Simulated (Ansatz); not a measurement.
For Cu₃Pd (Pm-3m, No. 221), PBEsol in Ansatz (PAW) gives:

| Item | Value |
|---|---|
| lattice parameter a | 3.654 Å |
| bulk modulus B0 | 178 GPa |
| cohesive energy | 4.26 eV/atom |

Q: What does r²SCAN in Ansatz (PAW) give for the same quantities?

A: 
- lattice constant a: 3.673 Å (grows by 0.5 %)
- bulk modulus: 169 GPa (drops by 5.1 %)
- cohesive energy: 4.04 eV/atom (shrinks by 0.22 eV/atom)

Changes are worked out from the printed values.

Unless a cell is named, each level is at its own relaxed cell (PBEsol 12.20, r²SCAN 12.38 Å³/atom).

The crystal itself was run without spin with PBEsol, r²SCAN; a magnetic state was not tried in these runs.

Caveats: the bulk modulus is −V dP/dV from two relaxed cells at ±2 % in volume (PBEsol, r²SCAN); the relaxation could not lower the start's symmetry, so the cell can be a saddle point above a distorted one (PBEsol, r²SCAN). Ansatz's density-functional and Hartree–Fock values are scalar-relativistic unless marked +SOC, with PAW data made under PBE.

Ansatz is a first-principles code.
